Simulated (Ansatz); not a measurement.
**Report: zincblende BP (F-43m), biaxial stress in the (001) plane**

Cell and atoms are relaxed with r2SCAN to each stress (compression positive); bands and masses by r2SCAN with spin-orbit coupling, rigid bands (plane waves, PAW; Ansatz, a program for electronic structure). Strains are changes of length against the unloaded cell.

```yaml
crystal:
  lattice:
    - [0.00000, 2.26827, 2.26827]
    - [2.26827, 0.00000, 2.26827]
    - [2.26827, 2.26827, 0.00000]
  atoms:
    - { symbol: B, position: [0.00000, 0.00000, 0.00000] }
    - { symbol: P, position: [0.25000, 0.25000, 0.25000] }
```

```csv
stress (GPa),strain [001] (%),strain [100] (%),gap (eV),mₑ* [001],mₑ* [100],mₕ* [001],mₕ* [100]
-2.00,-0.21,0.50,1.308,1.12,0.24,0.43,0.38
-1.00,-0.10,0.25,1.355,0.63,0.26,0.41,0.40
0,0,0,1.398,0.32,0.32,0.40,0.40
1.00,0.10,-0.25,1.366,0.25,0.38,0.39,0.41
2.00,0.20,-0.48,1.333,0.24,0.40,0.36,0.41
```

[001] is the normal of the loaded plane; [010] strains as [100]. Masses are conductivity masses at 300 K in electron masses.

Question: From the two loads next to zero, find the biaxial modulus and the ratio of out-of-plane to in-plane strain.

Answer: Between -1.00 and 1.00 GPa the strain along [100] changes by -0.50 % and that along [001] by 0.20 %. The modulus is 2.00/0.0050 = 400 GPa and the ratio of the strains 0.40 (r2SCAN, atoms relaxed). For a cubic (001) plane the ratio is 2C₁₂/C₁₁ and the modulus C₁₁ + C₁₂ − 2C₁₂²/C₁₁, which gives C₁₁ ≈ 360 GPa and C₁₂ ≈ 71 GPa.

Question: How fast does the gap move on either side of zero load?

Answer: Under tension, (1.355 − 1.398) eV over -1.00 GPa = 43 meV/GPa, or about -17 eV per unit strain; under compression, (1.333 − 1.398) eV over 2.00 GPa = -32 meV/GPa, or about 14 eV per unit strain. The two slopes part by 75 meV/GPa; gaps are resolved to about 0.01 eV, which allows 15 meV/GPa, so they differ, even in sign: the gap has a turning point near zero load.

Question: Take the carrier density and the relaxation time as fixed, so that ρ ∝ m*. What gauge factor (Δρ/ρ)/ε follows for current along [100] at the loads next to zero?

Answer: electrons at -1.00 GPa: (0.26/0.32 − 1)/0.0025 ≈ -75; electrons at 1.00 GPa: (0.38/0.32 − 1)/-0.0025 ≈ -75. These are means over a finite load; the small-strain gauge factor differs, most where the load has already emptied the upper valleys or bands. Carriers and loads whose mass moves by under 12 % aren't resolved and aren't listed. The change of shape, which adds a term of order 1 to 2, and that of the scattering between valleys or bands are left out.

Masses are those of dilute carriers in rigid bands with one relaxation time, without polarons. Third decimals of gaps are kept for the arithmetic. Every relaxation keeps the zincblende phase (space group I-4m2 under this load), so a transition, a distortion that breaks the symmetry or fracture can't show.
